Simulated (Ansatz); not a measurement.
Take Si (space group Ia-3, No. 206; a = 6.601 Å) as the base.

Calculations: Ansatz (a first-principles code) PBEsol, no spin-orbit coupling, earlier PAW set.

Before the change:

The volume per atom comes out as 17.98 Å³.

One thing is altered: full substitution Si → Ru; the structure is relaxed again.

Task: What happens to the volume per atom?

Result: The volume per atom shrinks by 1.16 Å³ to 16.82 Å³.

Whether these cells are dynamically stable was not tested. As relaxed here, Ru is a hypothetical phase, not in the database extracts checked. All final runs are without spin polarisation. This is not the structure that Si has at room temperature and ambient pressure.
